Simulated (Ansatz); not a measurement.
Start from Os in the diamond structure (space group Fd-3m, No. 227; a = 5.502 Å; a hypothetical phase, not in the database extracts checked; relaxed with 0.1 eV smearing). Axes: x, y, z lie along the cube axes.

Now apply this change: tensile biaxial strain of 3.19 % in the plane normal to [111], as in epitaxy on a mismatched substrate; the out-of-plane cell vector and the atoms relax.

Levels (all Ansatz, a quantum-chemistry and plane-wave program, PAW): PBEsol (420 eV, without spin-orbit coupling); PBEsol+SOC (420 eV, spin-orbit coupling included).

The geometry is relaxed with PBEsol.

| Quantity | Result |
|---|---|
| PBEsol pressure | 2.6 GPa |

Task: Predict the pressure from PBEsol+SOC.

Result: The pressure goes up by 0.46 GPa, from 2.6 GPa to 3.0 GPa.

Single points use the geometry relaxed with PBEsol. Differences between runs with and without spin-orbit coupling are approximate. Stability against distortions was not tested. The runs without spin-orbit coupling are not spin-polarised. Under biaxial strain +3.19 %, plane normal [111], relaxed out of plane the cell ends below the base's energy or with stress of the wrong sign: the atoms slid into a distortion or the cell is elastically unstable, so the base is not a stable minimum at this level.
